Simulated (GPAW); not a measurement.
## Worked example: self-consistent single point of ScAs (Fm-3m, 2 atoms in the cell) in GPAW

Method: LDA (Perdew-Wang 92), GPAW PAW datasets LDA (gpaw-data 1.0.1) (plane waves; GPAW).

The input file:

```python
from ase import Atoms
from ase.units import GPa
from gpaw import GPAW

atoms = Atoms(['Sc', 'As'],
              cell=[[0.000000, 2.741125, 2.741125],
                    [2.741125, 0.000000, 2.741125],
                    [2.741125, 2.741125, 0.000000]],
              positions=[[0.000000, 0.000000, 0.000000],
                         [2.741125, 2.741125, 2.741125]],
              pbc=True)

calc = GPAW(mode={'name': 'pw', 'ecut': 850},
            xc='LDA',
            kpts={'size': (10, 10, 10), 'gamma': True},
            occupations={'name': 'fermi-dirac', 'width': 0.1},
            nbands=-10,
            convergence={'density': 1e-05, 'energy': 1e-05},
            symmetry={'symmorphic': False, 'tolerance': 0.0005},
            maxiter=100)

atoms.calc = calc

energy = atoms.get_potential_energy()
print('Energy (eV):', round(energy, 6))
forces = atoms.get_forces()
print('Forces (eV/Ang):')
print(forces.round(5))
stress = atoms.get_stress()
print('Stress (GPa, Voigt):', (stress / GPa).round(4))
```

Output (repeated stretches shortened):

```
Input parameters:
  convergence: {density: 1e-05,
                energy: 1e-05}
  kpts: {gamma: True,
         size: (10, 10, 10)}
  maxiter: 100
  mode: {ecut: 850,
         name: pw}
  nbands: -10
  occupations: {name: fermi-dirac,
                width: 0.1}
  symmetry: {symmorphic: False,
             tolerance: 0.0005}

species:
  Sc:
    name: Scandium
    Z: 21.0
    valence: 11
    core: 10
    charge: 0.0
    file: Sc.LDA.gz

    # Using partial waves for Sc as LCAO basis

  As:
    name: Arsenic
    Z: 33.0
    valence: 5
    core: 28
    charge: 0.0
    file: As.LDA.gz

    # Using partial waves for As as LCAO basis

Reference energy: -82161.536036  # eV

Spin-paired calculation

Convergence criteria:
 Maximum [total energy] change in last 3 cyles: 1e-05 eV / valence electron
 Maximum integral of absolute [dens]ity change: 1e-05 electrons / valence electron
 Maximum integral of absolute [eigenst]ate change: 4e-08 eV^2 / valence electron
 Maximum number of scf [iter]ations: 100

Symmetries present (total): 48
Symmetries with fractional translations: 0
1000 k-points: 10 x 10 x 10 Monkhorst-Pack grid + [1/20,1/20,1/20]
47 k-points in the irreducible part of the Brillouin zone
       k-points in crystal coordinates                weights
   0:     0.00000000    0.00000000    0.00000000          1/1000
   1:     0.10000000    0.10000000    0.00000000          6/1000
   2:     0.10000000    0.10000000    0.10000000          8/1000
   [... 7 lines left out ...]
          ...
  46:     0.50000000    0.50000000    0.50000000          4/1000

Wave functions: Plane wave expansion
  Cutoff energy: 850.000 eV
  Number of coefficients (min, max): 2277, 2334
  Pulay-stress correction: 0.000000 eV/Ang^3 (de/decut=0.000000)

Occupation numbers: Fermi-Dirac:
  width: 0.1000  # eV

Eigensolver

Densities:
  Coarse grid: 27*27*27 grid
  Fine grid: 54*54*54 grid
  Total Charge: 0.000000

Density mixing:
  Method: separate
  Backend: pulay
  Linear mixing parameter: 0.05
  old densities: 5
  Damping of long wavelength oscillations: 50

Hamiltonian:
  XC and Coulomb potentials evaluated on a 54*54*54 grid
  External potential:
    NoExternalPotential

Number of atoms: 2
Number of atomic orbitals: 17
Number of bands in calculation: 18
Number of valence electrons: 16
Bands to converge: occupied

Density initialized from atomic densities
  17 bands from LCAO basis set
  1 band from random numbers

Atomic positions and initial magnetic moments

Positions:
   0 Sc     0.000000    0.000000    0.000000    ( 0.0000,  0.0000,  0.0000)
   1 As     2.741125    2.741125    2.741125    ( 0.0000,  0.0000,  0.0000)

Unit cell:
           periodic     x           y           z      points  spacing
  1. axis:    yes    0.000000    2.741125    2.741125    27     0.1172
  2. axis:    yes    2.741125    0.000000    2.741125    27     0.1172
  3. axis:    yes    2.741125    2.741125    0.000000    27     0.1172

  Lengths:   3.876536   3.876536   3.876536
  Angles:   60.000000  60.000000  60.000000

Effective grid spacing dv^(1/3) = 0.1279

     iter     time        total  log10-change:
                         energy   eigst   dens
iter:   1 --:--:--   -13.709369
iter:   2 --:--:--   -13.654416   -0.97  -1.19
iter:   3 --:--:--   -13.470778   -1.49  -1.23
iter:   4 --:--:--   -13.472820   -2.34  -1.51
iter:   5 --:--:--   -13.476268   -3.16  -1.56
iter:   6 --:--:--   -13.476231   -3.94  -2.67
iter:   7 --:--:--   -13.476461   -4.52  -3.24
iter:   8 --:--:--   -13.476124   -4.15  -3.02
iter:   9 --:--:--   -13.476129   -5.23  -3.75
iter:  10 --:--:--   -13.476125c  -6.33  -3.77
iter:  11 --:--:--   -13.476122c  -6.86  -3.81
iter:  12 --:--:--   -13.476120c  -7.37  -3.87
iter:  13 --:--:--   -13.476118c  -7.17  -3.92
iter:  14 --:--:--   -13.476117c  -6.61  -3.95
iter:  15 --:--:--   -13.476117c  -7.65c -4.89
iter:  16 --:--:--   -13.476117c  -8.32c -4.95
iter:  17 --:--:--   -13.476117c  -9.11c -5.15c

Converged after 17 iterations.

Dipole moment: (-0.000000, -0.000000, -0.000000) |e|*Ang

Energy contributions relative to reference atoms: (reference = -82161.536036)

Kinetic:        +12.002055
Potential:      -12.180135
External:        +0.000000
XC:             -13.450421
Entropy (-ST):   -0.010048
Local:           +0.157408
SIC:             +0.000000
--------------------------
Free energy:    -13.481141
Extrapolated:   -13.476117

Showing only first 2 kpts
 Kpt  Band  Eigenvalues  Occupancy
  0     6      7.44821    0.00019
  0     7      7.44821    0.00019
  0     8      7.45995    0.00017
  0     9      7.45995    0.00017

  1     6      6.64401    0.46465
  1     7      6.64401    0.46465
  1     8      7.28066    0.00104
  1     9      7.98372    0.00000

Fermi level: 6.52449

No gap
No difference between direct/indirect transitions
Energy (eV): -13.476117

Forces in eV/Ang:
  0 Sc    0.00000    0.00000    0.00000
  1 As    0.00000   -0.00000    0.00000

Stress tensor:
     0.037659     0.000000    -0.000000
     0.000000     0.037659     0.000000
    -0.000000     0.000000     0.037659
Stress (GPa, Voigt): [ 6.0336  6.0336  6.0336  0.     -0.      0.    ]
```

The run converged in 17 iterations. GPAW prints stress with tension positive.

The starting cell comes from a database of computed structures (which also holds hypothetical and non-ambient phases and stackings), without a prior relaxation at this level. With a pressure of about -6 GPa the cell is away from its equilibrium volume at this level.

Cost on one core of a shared machine: roughly 80 s.
